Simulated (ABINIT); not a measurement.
# Short convergence ladders for Ca (Fm-3m, 1 atom in the cell)

```
CELL_PARAMETERS angstrom
      0.00000     2.79837     2.79837
      2.79837     0.00000     2.79837
      2.79837     2.79837     0.00000
ATOMIC_POSITIONS crystal
  Ca 0.00000 0.00000 0.00000
```

Base method: PBEsol, norm-conserving pseudopotentials (PseudoDojo nc-sr-04 PBEsol standard) (plane waves; ABINIT).

Base settings: pseudos = [Ca.upf]; ecut = 34 Ha; occopt = 7; tsmear = 0.00367493 Ha; ngkpt = 4 4 4; nshiftk = 1; shiftk = 0 0 0; potentials = PseudoDojo nc-sr-04 PBEsol standard; nband = 10; kptopt = 1.

The count of work is k-points × plane waves × bands × iterations; it is no time. 

**The cutoff for other potential files**

Level: DFT, PBEsol, plane waves, PAW (JTH v2.0 PBE PAW, files made for PBE).

In this ladder: pseudos = [Ca.GGA_PBE-JTH.xml]; potentials = JTH v2.0 PBE PAW; pawxcdev = 0; ixc = -116133. Moved along: pawecutdg.

The second cell is the first with its lattice scaled by 0.98.

The mesh stays at the base's, so the ladder's end is converged at best in this setting alone.

Only quantities that move along the ladder and can be compared are tabulated.

| ecut | free energy less the last step's (meV/atom) | energy of the compressed cell less the first (meV/atom) | pressure (GPa) | count of work / last |
|---|---|---|---|---|
| 9 Ha | 284.12 | -14.35 | -7.72 | 0.17 |
| 11 Ha | 84.05 | -9.47 | -1.43 | 0.18 |
| 14 Ha | 56.78 | -9.93 | -1.62 | 0.21 |
| 17 Ha | 18.41 | -10.13 | -1.49 | 0.31 |
| 20 Ha | 4.96 | -10.26 | -1.20 | 0.43 |
| 24 Ha | 3.52 | -10.16 | -1.15 | 0.51 |
| 30 Ha | 0.76 | -10.08 | -1.15 | 0.71 |
| 40 Ha | 0.00 | -10.13 | -1.14 | 1.0 |

Coarsest ecut that holds the pressure within 0.1 GPa of the last step, with all finer ones: 20 Ha, at 0.43 of the last step's count of work; the step before is off by 0.35 GPa.

Coarsest ecut that holds the energy of the compressed cell less the first within 2 meV/atom of the last step, with all finer ones: 11 Ha, at 0.18 of the last step's count of work; the step before is off by 4.2 meV/atom.

Coarsest ecut that holds the free energy within 2 meV/atom of the last step, with all finer ones: 30 Ha; the step before is off by 3.5 meV/atom.

The energy difference between the two cells stays within 1 meV/atom of the last step's from 11 Ha on, the total only from 30 Ha on: much of the error is common to both cells and cancels.

At the lowest cutoff the pressure lies 6.6 GPa under the last step's, the usual sign of Pulay stress in an incomplete plane-wave basis.

**The setting fft**

The mesh stays at the base's, so the ladder's end is converged at best in this setting alone.

Only quantities that move along the ladder and can be compared are tabulated.

```tsv
boxcutmin	free energy less the last step's (meV/atom)	pressure (GPa)
1.2	-16.99	-0.60
1.5	0.03	-1.16
1.8	0.00	-1.16
2.5	0.00	-1.16
```

Coarsest boxcutmin that holds the pressure within 0.5 GPa of the last step, with all finer ones: 1.5; the step before is off by 0.56 GPa.

Coarsest boxcutmin that holds the free energy within 2 meV/atom of the last step, with all finer ones: 1.5; the step before is off by 17 meV/atom.

On the base run: the starting cell has typed, rounded lattice constants, without a prior relaxation at this level. Its lattice was rescaled by up to half a per cent. Without a gap this mesh is coarse (it stands for a supercell whose shortest vector is 16 Å).
